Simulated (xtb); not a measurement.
xtb 6.7.1, GFN2-xTB: Co(Br)(SH)(NH3)2 ([NH3]->[Co](<-[NH3])([SH])[Br]), charge 0, multiplicity 4, 12 atoms. The geometry is a generated start, not checked to be a minimum at this level.

```yaml
run_flags: --grad
method: GFN2-xTB
"--acc": 1 (default)
"--etemp (K)": 300 (default)
basis_functions: 45
valence_electrons: 39
```

```xyz
12

Co     0.4591     0.4784     0.3255
Br     2.6365     0.8800     0.4802
S     -1.2413     1.4342     1.4535
H     -1.1676     0.7189     2.5718
N      0.1755    -1.6849     0.6787
H     -0.3430    -2.1951    -0.0301
H     -0.2966    -1.8406     1.5658
H      1.1007    -2.1050     0.7444
N     -0.2419     0.9750    -1.7065
H     -1.0063     1.6324    -1.5729
H     -0.5765     0.2370    -2.3163
H      0.5015     1.4699    -2.1940
```

Charge 0 and multiplicity 4 are set for this test and not shown to be the ground state. GFN-xTB has no spin term: --uhf 3 sets the occupations alone.

One run each on 1 thread. Values of broydamp tried: 0.02, 0.05, 0.1, 0.2, 0.4 (default), 0.6, 0.8, 1.

**Question.** Which value of broydamp needs the fewest SCC iterations, and what happens away from it?

**Answer.** Fewest SCC iterations, within one of each other: 0.6 with 15, 0.8 with 15. The count rises to 31 at 0.02. All converge to one solution.

```csv
broydamp,SCC iterations,end
0.02,31,same solution
0.05,24,same solution
0.1,22,same solution
0.2,19,same solution
0.4 (default),17,same solution
0.6,15,same solution
0.8,15,same solution
1,17,same solution
```
